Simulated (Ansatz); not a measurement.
System: CdTe (model structure, P6₂22, No. 180, 6 atoms in the cell). Method: HSE06+SOC in Ansatz (PAW).

Settings: plane-wave cutoff 460 eV, 6×6×2 k mesh (along the axes of the cell as run), Fermi–Dirac smearing 0.01 eV, PAW data made under PBE.

Cell (relaxed with PBEsol):

```xyz
6
Lattice="4.5226 0.0000 0.0000 -2.2613 3.9167 0.0000 0.0000 0.0000 10.2653" Properties=species:S:1:pos:R:3 pbc="T T T"
Cd     2.2614     0.0000     6.8435
Cd    -1.1307     1.9585     3.4218
Cd     1.1306     1.9582     0.0000
Te     2.2614     0.0000     1.7109
Te    -1.1307     1.9584     8.5544
Te     1.1306     1.9583     5.1326
```

### Question
Predict the band gap.

### Answer

- band gap: 0.88 eV (on the SCF k mesh) (direct)

Note: the relaxation could raise the start's symmetry but not lower it, so the cell can be a saddle point; cell and atoms aren't relaxed at this level (pressure 1.8 GPa).

The computed numbers hold no vibrational or temperature effects.

It cost roughly 24 core-minutes of CPU time.

A model structure was made by putting elements into a prototype or built by hand; it is no filed structure, need not be a known phase, and can be a saddle point held by its symmetry.

Ansatz is an electronic-structure program.
